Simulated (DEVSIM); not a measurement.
System: illuminated Si p-on-n cell, one wavelength, with a back-surface field, at 300 K.

| layer (left to right) | material | thickness (μm) | Nd (cm⁻³) | Na (cm⁻³) | τn (s) | τp (s) | absorption coefficient (cm⁻¹) |
|---|---|---|---|---|---|---|---|
| 1 | Si | 0.0950 | - | 1.5e18 | 5.8e-6 | 2.2e-6 | 33000 |
| 2 | Si | 130 | 2.4e17 | - | 1.8e-5 | 1.8e-5 | 33000 |
| 3 | Si | 0.400 | 3e18 | - | 1.8e-5 | 1.8e-5 | 33000 |

Left contact: ohmic, minority electron recombination velocity 1e5 cm/s. Right contact: ohmic, minority hole recombination velocity 10 cm/s. Voltage is applied to the left contact. Recombination: SRH at mid-gap, radiative, Auger. Light enters at the left, 4.5e16 photons cm⁻² s⁻¹, one pass, no reflection. Mobility is μmin + (μ − μmin)/(1 + (N/Nref)^α).

The device is made up for the run: typed textbook-type constants, with dimensions and the other settings drawn at random. Values at 300 K.

| parameter | Si |
|---|---|
| gap (eV) | 1.124 |
| affinity (eV) | 4.05 |
| permittivity | 11.7 |
| Nc (cm⁻³) | 2.86e19 |
| Nv (cm⁻³) | 3.1e19 |
| μn (cm²/Vs) | 1417 |
| μp (cm²/Vs) | 470 |
| μn,min | 52 |
| μp,min | 45 |
| Nref,n | 9.7e16 |
| Nref,p | 2.2e17 |
| αn | 0.68 |
| αp | 0.72 |
| B (cm³/s) | 4.7e-15 |
| Cn (cm⁶/s) | 2.8e-31 |
| Cp (cm⁶/s) | 9.9e-32 |

DEVSIM, 1D drift-diffusion, Boltzmann statistics, complete ionisation; no tunnelling, impact ionisation, image-force lowering or self-heating.

Give the current under light (generator sign).


| V (V) | J (mA/cm²) |
|---|---|
| 0.00 | 7.08 |
| 0.08 | 7.08 |
| 0.16 | 7.07 |
| 0.26 | 7.07 |
| 0.34 | 7.07 |
| 0.44 | 7.04 |
| 0.46 | 7.01 |
| 0.48 | 6.94 |
| 0.50 | 6.78 |
| 0.52 | 6.45 |
| 0.54 | 5.73 |
| 0.56 | 4.17 |
| 0.58 | 0.796 |
| 0.60 | -6.52 |
